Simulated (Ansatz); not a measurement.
The parent structure is Cu3N (space group Pm-3m, No. 221; a = 3.8269 Å).

The values are results of PBE in Ansatz (plane waves to 420 eV, PAW, scalar-relativistic without spin-orbit coupling), not measurements.

Strains are applied to the cell and any free atomic positions relax.

One change was made to it. Results:

The energy rises by 29 meV/atom; the band gap goes from 0.22 eV to zero; the pressure goes from zero to 10.1 GPa.

Question: Which change produced these results?
A. isotropic strain −1.80 %
B. isotropic strain −2.40 %
C. isotropic strain −3.00 %

Answer: B, isotropic strain −2.40 %. For comparison, the energy relative to the base in the other runs: isotropic strain −1.80 % gives +16 meV/atom; isotropic strain −3.00 % gives +46 meV/atom.

A case with no gap was solved on a k-mesh chosen for an insulator, which is coarse for it. Whether these cells are dynamically stable was not tested. The final runs are not spin-polarised. Gaps under 0.05 eV, about the width of the smearing, are given as zero. The zero or small gap of Cu3N can change with the level of theory.

Ansatz is a first-principles code.
